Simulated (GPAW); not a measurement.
**Pressure against volume in wurtzite CdSe (space group 186) (GPAW, LDA)**

```xyz
4
Lattice="4.1328 0.0000 0.0000 -2.0664 3.5791 0.0000 0.0000 0.0000 6.7374" Properties=species:S:1:pos:R:3 pbc="T T T"
Cd     0.0000     2.3861     0.0000
Cd     2.0664     1.1930     3.3687
Se     0.0000     2.3861     2.5332
Se     2.0664     1.1930     5.9019
```

Computed with LDA (Perdew-Wang 92), GPAW PAW datasets LDA (gpaw-data 1.0.1) (plane waves; GPAW). Settings: mode = pw; ecut = 585 eV; xc = LDA; kpts = 9 9 5; mesh shift (steps) = 0 0 0; occupations.name = fermi-dirac; occupations.width = 0.01 eV; nbands = -6; convergence.density = 1e-05 e/electron; convergence.energy = 1e-05 eV/electron; convergence.bands = -4; symmetry.symmorphic = false; symmetry.tolerance = 0.0005; maxiter = 150. The cell above is the first row's. The rows scale it uniformly. In all rows fractional positions and the k mesh are held.

```csv
V (Å^3/atom),P (GPa)
24.914,5.72
25.455,4.00
25.997,2.46
26.539,1.09
27.080,-0.13
27.622,-1.22
28.163,-2.20
28.705,-3.07
29.247,?
```

Fit P of the 8 rows that show it with a cubic. With u = V - 26.8, the rows have u = -1.8860, -1.3450, -0.8030, -0.2610, 0.2800, 0.8220, 1.3630, 1.9050. Least squares gives P = 0.483 - 2.2598·u + 0.2405·u² - 0.01774·u³. Residuals (row less fit): 0.001, -0.001, -0.002, 0.000, 0.001, 0.002, -0.005, 0.002; standard error 0.003 (degrees of freedom: 4). The fitted pressure is zero at V0 = 27.02, where dP/dV = -2.157, so B0 = -V0·dP/dV = 58.3 GPa.

**Question.** What does the fit predict for P at V = 29.247, and how far is the calculated value from it?

**Answer.** u = 2.4470, so P = 0.483 - 2.2598 × 2.4470 + 0.2405 × 2.4470² - 0.01774 × 2.4470³ = -3.867 GPa. The calculation gives -3.84 GPa, 0.027 GPa above the prediction (0.3 % of the range of P in the table). The row lies outside the fitted rows, so this is an extrapolation. From the scatter of the fitted rows alone, a prediction at this place has a standard error of 0.008 GPa, so the miss is 3.4 times that.

Carrying the step between the two nearest rows on in a straight line would have given -3.94, off by 0.10; series whose last step already gives the withheld value aren't shown. The scan was laid around a cell of about the measured size, scaled by a guess for this functional; axis ratios and inner coordinates come from that cell. The runs keep the symmetry of the cell, so they don't test it for distortions. The shape of the cell and the inner coordinates aren't relaxed, so V0 and B0 belong to this uniform scaling; a relaxed crystal lies no higher in energy and is usually softer. Cutoffs and mesh are single choices, not tested for convergence of this quantity. Series with a scatter that would blur these digits, or in which a gap closes, are not shown.

Terms beyond the fitted order, or numerical noise in single rows, can give a miss of this size; the table doesn't tell which.
